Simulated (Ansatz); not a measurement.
Take HfO2 (space group Pca2_1, No. 29; a = 5.228 Å, b = 5.017 Å, c = 5.042 Å) as the base. Axes: x, y, z lie along a, b, c of the conventional cell.

Calculations: PBEsol (Ansatz, a first-principles code, PAW, scalar-relativistic without spin-orbit coupling).

Strains are applied to the cell and any free atomic positions relax; under biaxial strain the out-of-plane vector relaxes too.

One change was made to it. Results:

The band gap rises by 0.23 eV, from 4.36 eV to 4.59 eV; the gap character changes from indirect, Γ → k = (0.200, -1/2, 0.400) in the run's primitive reciprocal basis to direct at Y.

Problem. What was done to the base?
(A) tensor shear ε_xy = +2.63 %
(B) biaxial strain +0.21 %, plane normal [001], relaxed out of plane
(C) isotropic strain −4.59 %
(D) biaxial strain −2.42 %, plane normal [001], relaxed out of plane

Solution. C, isotropic strain −4.59 %. For comparison, the band gap in the other runs: tensor shear ε_xy = +2.63 % gives 4.32 eV; biaxial strain +0.21 %, plane normal [001], relaxed out of plane gives 4.36 eV; biaxial strain −2.42 %, plane normal [001], relaxed out of plane gives 4.35 eV.

With Hf present, leaving out spin-orbit coupling can change the band edges. Stability against distortions was not tested. This is not the structure that HfO2 has at room temperature and ambient pressure. Labels are those of the standard path for the cell's own space group.
